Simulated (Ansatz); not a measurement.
Ansatz (a quantum-chemistry and plane-wave program) run on Au (Fm-3m, 1 atom in the cell): self-consistent single point.

Computed with PBEsol, default PAW files made with PBE (plane waves; Ansatz).

The change in words: lattice scaled by 0.98; basis.ecutwfc: 420 eV → 1010 eV. Reference geometry:
```yaml
crystal:
  lattice:
    - [0.00000, 2.03388, 2.03388]
    - [2.03388, 0.00000, 2.03388]
    - [2.03388, 2.03388, 0.00000]
  atoms:
    - { symbol: Au, position: [0.00000, 0.00000, 0.00000] }
```

Reference input (self-consistent single point, DFT, PBEsol, plane waves, default PAW files made with PBE): basis.ecutwfc = 420 eV; kpoints.mp_grid.grid = 14 14 14; hamiltonian.xc = pbesol; hamiltonian.pseudopotentials = {kind: paw} (the program's default PAW files); scf.occupations.method = fermi_dirac; scf.occupations.width = 0.1 eV. This run's input differs from it in these lines:

Ansatz 0.2 input:
```diff
@@ -2,5 +2,5 @@
   lattice:
-    - [0.00000000, 2.03388000, 2.03388000]
-    - [2.03388000, 0.00000000, 2.03388000]
-    - [2.03388000, 2.03388000, 0.00000000]
+    - [0.00000000, 1.99320200, 1.99320200]
+    - [1.99320200, 0.00000000, 1.99320200]
+    - [1.99320200, 1.99320200, 0.00000000]
   atoms:
@@ -8,3 +8,3 @@
 basis:
-  ecutwfc: 420.0 eV
+  ecutwfc: 1010.0 eV
 kpoints:
```

Output, abridged:

```
SCF iter   1: F=—  HF=-13007.052676 eV  |F-HF|=—  |Δ(HF+E_count)|=         —  Δρ=6.36e-3  dr2=5.81e-3  ethr=1.77e-3  ⟨swp⟩=4.8  Hψ=7558  notcnv=0
all-band conjugate gradients solve this SCF's bands
preconditioner: auto → none
SCF iter   2: F=—  HF=-13007.051206 eV  |F-HF|=—  |Δ(HF+E_count)|=   1.47e-3  Δρ=2.82e-3  dr2=1.09e-3  ethr=3.06e-5  ⟨swp⟩=1.0  Hψ=2292  notcnv=0
SCF iter   3: F=—  HF=-13007.050886 eV  |F-HF|=—  |Δ(HF+E_count)|=   3.20e-4  Δρ=4.12e-4  dr2=1.09e-5  ethr=5.76e-6  ⟨swp⟩=2.0  Hψ=1969  notcnv=0
SCF iter   4: F=—  HF=-13007.050877 eV  |F-HF|=—  |Δ(HF+E_count)|=   9.60e-6  Δρ=5.28e-5  dr2=1.52e-7  ethr=5.75e-8  ⟨swp⟩=2.9  Hψ=2430  notcnv=0
iter 5 did not close the SCF: its close was put off for the readings that it lacked (scf_convergence_deferred on its scf_iter line)
SCF iter   5: F=-13007.050877 eV  HF=-13007.050877 eV  |F-HF|=1.76e-10  |Δ(HF+E_count)|=   1.53e-7  Δρ=3.07e-6  dr2=4.63e-10  ethr=8.02e-10  ⟨swp⟩=2.9  Hψ=2433  notcnv=0
SCF iter   6: F=-13007.050877 eV  HF=-13007.050877 eV  |F-HF|=3.64e-12  |Δ(HF+E_count)|=  2.78e-10  Δρ=2.59e-7  dr2=6.10e-12  ethr=2.44e-12  ⟨swp⟩=1.4  Hψ=4048  notcnv=0
SCF 1 converged in 6 iterations: F = -13007.050877 eV  dr2 = 6.10e-12
Free energy (F): -13007.050877 eV
Internal energy: -13007.040613 eV  (E = F + TS)
E sigma→0 (E₀):  -13007.045745 eV
Entropy (-TS):   -0.010264 eV (-10.264 meV/atom)
Fermi energy:    22.591920 eV
--- Forces (eV/Å), atoms counted from 1 ---
  atom   1  Au     0.00000000     0.00000000    -0.00000000
--- Stress (GPa, compression-positive) ---
       15.516145      -0.000000      -0.000000
        0.000000      15.516145      -0.000000
       -0.000000       0.000000      15.516145
  P = ⅓ Tr σ = 15.5161 GPa (155.161 kbar)
  The stress holds the Pulay correction. Without it, at fixed plane waves, as pw.x and ABINIT print it: P = 15.5132 GPa
```

The run converged in 6 iterations. Against the reference run the free energy rises by 50.2 meV/atom and the pressure goes from 2.04 to 15.52 GPa.

The starting cell has typed, rounded lattice constants, without a prior relaxation at this level. Its lattice was rescaled by up to half a per cent. For this run, on top of that: lattice scaled by 0.98. Ansatz's pressure includes its estimate of the finite-basis (Pulay) stress.
